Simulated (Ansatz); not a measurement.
An Ansatz (a first-principles code) run: Be2C with a change (holes 2.0×10^22 cm⁻³); Ansatz, PBEsol, PAW, cutoff 420 eV, no spin-orbit coupling.

Input:

Ansatz 0.2 input:
```yaml
crystal:
  lattice:
    - [0, 2.1553627389, 2.1553627389]
    - [2.1553627389, 0, 2.1553627389]
    - [2.1553627389, 2.1553627389, 0]
  atoms:
    - { symbol: Be, position: [0.75, 0.75, 0.75] }
    - { symbol: Be, position: [0.25, 0.25, 0.25] }
    - { symbol: C, position: [0, 0, 0] }
basis: { ecutwfc: 420, ecutrho_ratio: 4, xc_grid: 2, fft_grid_basis: typed }
kpoints: { mp_grid: { grid: [23, 23, 23] } }
hamiltonian:
  xc: pbesol
  dispersion: none
  pseudopotentials: { kind: paw }
total_charge: 0.400517
scf: { occupations: { method: fermi_dirac, width: 0.0259 }, convergence: { dr2_threshold: 0.0000000003 } }
relax: { f_tol: 0.005, max_steps: 30 }
output: { forces: true, stress: true }
checkpoint: { write: state.ck, write_every: 1000 }
```

Output (explanatory and most iteration lines left out):

```
Relaxation: its limit of steps is 30 (relax.max_steps)
Pseudopotential: Be, paw, valence charge 2
Pseudopotential: C, paw, valence charge 4
Crystal: 3 atoms, lattice volume = 20.026 Å³
Basis set: ecut = 420 eV, 387 PW (Γ), exchange–correlation on 48×48×48 points (8 copies of the dense FFT grid, shifted against one another)
Bands: 8, of which v1, the nominal top of the filled ones, is band 4 counted from 1 (3 counted from 0)
Symmetry: 48 space group operations
Space group: Fm-3m (ITA 225), of the structure as read, at distance tolerance 2.7e-5 Å
k-points: 364 of 12167
Functional: x = pbesol(κ = 0.804, μ = 0.12345679012345678), c = pbesol(β = 0.046)
SCF iter   1: F=—  HF=-431.644481 eV  |F-HF|=—  |Δ(HF+E_count)|=         —  Δρ=1.21e-2  dr2=3.04e-2  ethr=1.77e-3  ⟨swp⟩=6.0  Hψ=21701  notcnv=0
SCF iter   2: F=—  HF=-431.637396 eV  |F-HF|=—  |Δ(HF+E_count)|=   7.09e-3  Δρ=2.58e-3  dr2=1.45e-3  ethr=4.00e-4  ⟨swp⟩=2.6  Hψ=7862  notcnv=0  defer=25
SCF 1 converged in 6 iterations: F = -431.638245 eV  dr2 = 8.46e-12
relax step   1: F+E_penalty+E_count = -431.63824524 eV  Δ(F+E_penalty+E_count) = +0.000e0 eV  max|allowed force component| = 5.860e-17 eV/Å  Δτ_max = 0.0000 Å  (6 SCF iters, accepted)
SCF converged after 6 iterations
Free energy (F): -431.638245 eV
Internal energy: -431.637175 eV  (E = F + TS)
E sigma→0 (E₀):  -431.637710 eV
Entropy (-TS):   -0.001070 eV (-0.357 meV/atom)
Fermi energy:    8.062551 eV
--- Forces (eV/Å), atoms counted from 1 ---
  atom   1  Be     0.00000000     0.00000000     0.00000000
  atom   2  Be    -0.00000000     0.00000000     0.00000000
  atom   3  C      0.00000000    -0.00000000    -0.00000000
--- Stress (GPa, compression-positive) ---
       28.717547       0.000000       0.000000
        0.000000      28.717547      -0.000000
       -0.000000      -0.000000      28.717547
  P = ⅓ Tr σ = 28.7175 GPa (287.175 kbar)
--- Relaxed structure (1 steps of the walk, 1 accepted, 0 SCFs on fresh bases) ---
  atoms:
    - { symbol: Be, position: [0.7500000000000001, 0.7500000000000001, 0.7500000000000001] }
    - { symbol: Be, position: [0.25, 0.25, 0.25] }
    - { symbol: C, position: [0.0, 0.0, 0.0] }
```

Charged cell with a jellium background: band edges are those of the host's band count, energies are not comparable with the neutral cell, and many-body gap narrowing is missing. Whether these cells are dynamically stable was not tested. The cell was made from Be₂C (space group Fm-3m, No. 225) by this change: holes 2.0×10^22 cm⁻³.
